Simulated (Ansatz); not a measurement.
Take Sn in the diamond structure (space group Fd-3m, No. 227; a = 6.656 Å; relaxed with 0.1 eV smearing) as the base. Axes: x, y, z lie along the cube axes.

Structures relaxed with Ansatz (an electronic-structure program), PBE, PAW, cutoff 420 eV, scalar-relativistic without spin-orbit coupling.

Base:

Simulated powder pattern, Cu Kα, λ = 1.54184 Å (kinematic, ideal powder, no thermal factors, no anomalous dispersion; the 10 strongest lines at most, above 2 %, up to 2θ = 90°):

```tsv
2θ (°)	I/Imax (%)	hkl
23.14	100	(111)
38.25	81	(220)
45.18	50	(311)
55.20	14	(400)
60.64	20	(331)
69.14	27	(422)
74.00	15	(333)
81.87	8.5	(440)
86.50	15	(531)
```

The change: the cell is stretched by 3.00 % along z with no lateral relaxation, atoms relaxed at fixed cell.

Q: How do the reflections move or split?

A: 
Simulated powder pattern, Cu Kα, λ = 1.54184 Å (kinematic, ideal powder, no thermal factors, no anomalous dispersion; the 10 strongest lines at most, above 2 %, up to 2θ = 90°):

```tsv
2θ (°)	I/Imax (%)	hkl
22.92	100	(111)
37.67	55	(202)
38.25	26	(220)
44.05	18	(113)
45.06	33	(311)
55.20	8.9	(400)
59.73	14	(313)
67.62	9.5	(224)
68.76	18	(422)
73.91	7.3	(511)
```

The indices refer to the base's conventional cell; one index is shown for lines that coincide. The space group is now I4_1/amd (No. 141).

The cells carry an imposed strain or load. Stability against distortions was not tested.
